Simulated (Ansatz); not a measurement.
System: TiAl3 (I4/mmm, No. 139). Method: r²SCAN-D4 (Ansatz, a quantum-chemistry and plane-wave program, plane waves, PAW).

Run with plane-wave cutoff 560 eV, 20×20×20 k mesh, Fermi–Dirac smearing 0.05 eV, no spin polarisation, scalar-relativistic PAW data made under PBE.

Cell (relaxed at this level):

```yaml
crystal:
  lattice:
    - [-1.90651, 1.90651, 4.26667]
    - [1.90651, -1.90651, 4.26667]
    - [1.90651, 1.90651, -4.26667]
  atoms:
    - { symbol: Ti, position: [0.00000, 0.00000, 0.00000] }
    - { symbol: Al, position: [0.50000, 0.50000, 0.00000] }
    - { symbol: Al, position: [0.75000, 0.25000, 0.50000] }
    - { symbol: Al, position: [0.25000, 0.75000, 0.50000] }
```

**Question.** Estimate the bulk modulus and pressure derivative B′ of the bulk modulus that the calculation returns.

**Answer.** 
- bulk modulus: 118 GPa
- pressure derivative B′ of the bulk modulus: 4.0

The run finds no gap.

Note: the bulk modulus comes from volumes at which shape and atoms were relaxed.

The computed numbers hold no vibrational or temperature effects.
